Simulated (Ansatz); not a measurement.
## ZrGeSe: response to strain

Take ZrGeSe (space group P4/nmm, No. 129; a = 3.683 Å, c = 8.258 Å) as the base. Axes: x, y, z lie along a, b, c of the conventional cell.

Strains are applied to the cell and any free atomic positions relax; under biaxial strain the out-of-plane vector relaxes too.

Calculations: Ansatz (a first-principles code) PBEsol, no SOC.

Notes on the quantities. energy relative to the base: free energy F; pressure: mean of the normal stresses, compression positive.

| variant | volume per atom | energy relative to the base | pressure | space group |
|---|---|---|---|---|
| base | 18.67 Å³ | 0 meV/atom | 0.0 GPa | P4/nmm (No. 129) |
| biaxial strain −0.55 %, plane normal [001], relaxed out of plane | 18.55 Å³ | – | ___ | P4/nmm (No. 129) |
| isotropic strain −3.68 % | 16.68 Å³ | +95 meV/atom | 17.0 GPa | P4/nmm (No. 129) |
| isotropic strain −2.41 % | 17.35 Å³ | ___ | 10.2 GPa | P4/nmm (No. 129) |
| tensor shear ε_xy = +3.39 % | 18.64 Å³ | +30 meV/atom | 0.9 GPa | Cmme (No. 67) |

Q: Some entries are withheld; estimate them.

A: 
- biaxial strain −0.55 %, plane normal [001], relaxed out of plane, pressure: 0.8 GPa
- isotropic strain −2.41 %, energy relative to the base: +39 meV/atom

Without a gap, meshes like the base's 13×13×6 leave anisotropic stresses uncertain by several tenths of a GPa, and small strain energies with them. No phonon test of stability was made. The final runs are not spin-polarised.
